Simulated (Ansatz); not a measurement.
The starting structures come from a database of crystals and need not be the phases stable at ambient conditions.

Data:

```
CELL_PARAMETERS angstrom
      4.20360     0.00000     0.00000
      0.00000     4.20360     0.00000
      2.10180    -2.10180     2.97240
ATOMIC_POSITIONS crystal
  Mg 0.00000 0.00000 0.00000
  Te 0.50000 0.50000 0.00000
```

Space group of this cell: Fm-3m, rock salt. The cell is taken as given; by PBEsol its mean pressure is -1.0 GPa.

These are PBEsol (plane waves, PAW; Ansatz, an electronic-structure program) values and carry that method's errors.

The current runs along the normal of the first two printed vectors; no spin-orbit coupling. Scaled by the factor s: both lengths across the current (ions clamped). Meshes 10×10×10 and 8×8 across the current in all rows.

```csv
s,mean pressure (GPa),band gap (eV)
0.98,1.1,0.35
1.00,-1.0,0.44
1.02,-2.6,?
```

Q: Take the slope of the band gap against ln s from the two given rows, extrapolate to s = 1.02, and say what the run there gives.

A: Slope = (0.35 − 0.44) / ln 0.98 = 4.45 eV. The line gives 0.44 + (4.45) × ln 1.02 = 0.53 eV. The run gives 0.32 eV, 0.21 eV under the line, 236 % of the predicted step.
